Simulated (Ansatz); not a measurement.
The reference is an 8-atom supercell of Nb in the bcc (W type) structure (space group Im-3m, No. 229; a = 3.3096 Å) at its relaxed geometry.

Level of theory: plane-wave PAW DFT at the PBE level (Ansatz, an electronic-structure program, 420 eV), no spin-orbit coupling, earlier PAW set.

Perturbation: one Li atom is added in an open site, starting 1.65 Å from the nearest host atom, atoms relaxed at fixed cell, starting from a slightly rattled geometry.

Estimate the effect on the largest displacement of a host atom from its site in the perfect cell and final site of the added atom.

The largest displacement of a host atom from its site in the perfect cell amounts to 0.23 Å; the final site of the added atom is 8 Nb at 2.06–2.97 Å.

The cell is small, so the values are those of an ordered compound at a high defect concentration; dilute-limit values will differ. All final runs are without spin polarisation. An odd electron count without spin: LiNb8. The defect cell is not spin-polarised.
